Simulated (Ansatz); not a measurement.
Consider MgO in the rock salt structure (space group Fm-3m, No. 225; a = 4.159 Å). Axes: x, y, z lie along the cube axes.

The values are results of Ansatz (an electronic-structure program), LDA, PAW, cutoff 420 eV, no SOC, not measurements.

Modification: uniaxial strain ε_zz = +2.00 %, all other strain components held at zero; the atoms relax in the strained cell.

### Question
Predict the stress tensor and what it implies for the stiffness.

### Answer
Stress of the strained cell less that of the base (GPa, compression positive):
```
  -1.84    0.00    0.00
   0.00   -1.84    0.00
   0.00    0.00   -5.76
```

Then −Δσ_ii/ε with ε = 0.0200 gives secant stiffness values (nonlinear terms included at this strain): C33 ≈ 288 GPa, C13 ≈ 92 GPa and C23 ≈ 92 GPa.

No phonon test of stability was made.
